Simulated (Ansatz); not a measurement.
Here is the system:

```
CELL_PARAMETERS angstrom
      3.46006     0.00000     0.00000
     -1.73003     2.99650     0.00000
      0.00000     0.00000    13.49186
ATOMIC_POSITIONS crystal
  W  0.33333 0.66667 0.25000
  W  0.66667 0.33333 0.75000
  Se 0.33333 0.66667 0.62932
  Se 0.66667 0.33333 0.12932
  Se 0.66667 0.33333 0.37068
  Se 0.33333 0.66667 0.87068
```

No spin polarisation.

The values are results of PBE-D3(BJ) (Ansatz, a first-principles code, PAW, no spin-orbit coupling), not measurements. k-mesh 12×12×3 (Γ-centred); smearing 0.05 eV (Fermi–Dirac).

Question: What is the computed valence-band top at Γ (three highest levels, from the VBM)?

Answer: 0.00, -0.63, -1.11 eV.

Question: What is the computed smallest direct gap?

Answer: 1.07 eV.

Spin-orbit coupling, missing from the scalar runs, can matter with W. The cells carry an imposed strain or load. Whether these cells are dynamically stable was not tested. The cell was made from WSe2 in the 2H-MoS2 type structure (space group P6_3/mmc, No. 194; layered, stacked along the Cartesian z axis) by this change: isotropic strain +5.52 %.
